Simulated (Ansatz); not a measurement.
## KTaO3 under a change: biaxial strain −0.50 %, plane normal [111], relaxed out of plane

The reference is KTaO₃ in the cubic perovskite structure (space group Pm-3m, No. 221; a = 3.952 Å). Axes: x, y, z lie along the cube axes.

Now apply this change: compressive biaxial strain of 0.50 % in the plane normal to [111], as in epitaxy on a mismatched substrate; the out-of-plane cell vector and the atoms relax.

All numbers come from LDA, PAW, 420 eV (Ansatz, an electronic-structure program; scalar-relativistic without spin-orbit coupling). Settings: 8×8×8 k-points, 0.05 eV Fermi–Dirac smearing.

| quantity | base | changed | shift |
|---|---|---|---|
| space group | Pm-3m (No. 221) | R-3m (No. 166) | – |
| shortest interatomic distance | 3.734 bohr | 3.727 bohr | -0.007 bohr |
| energy relative to the base (free energy F) | 0 meV/atom | +0.8 meV/atom | +0.8 meV/atom |
| pressure (mean of the normal stresses, compression positive) | -0.01 GPa | 1.26 GPa | +1.27 GPa |
| band gap | 2.13 eV | 2.13 eV | 0.00 eV |
| gap character | – | indirect, T → Γ | – |
| smallest direct gap | 2.73 eV | 2.71 eV | -0.02 eV |
| out-of-plane strain | – | +0.43 % | – |
| mean in-plane stress (compression positive) | – | +1.9 GPa | – |

Final structure (turned so that z lies along the plane normal):

```
CELL_PARAMETERS angstrom
      5.56102     0.00000     0.00000
      2.78051     4.81598     0.00000
      2.78051    -1.60533     2.29147
ATOMIC_POSITIONS crystal
  K  0.00000 0.00000 0.00000
  Ta 0.00000 0.50000 0.50000
  O  0.50000 0.00000 0.00000
  O  0.00000 0.50000 0.00000
  O  0.50000 0.50000 0.00000
```

With Ta present, leaving out spin-orbit coupling can change the band edges. Stability against distortions was not tested. Labels are those of the standard path for the cell's own space group.
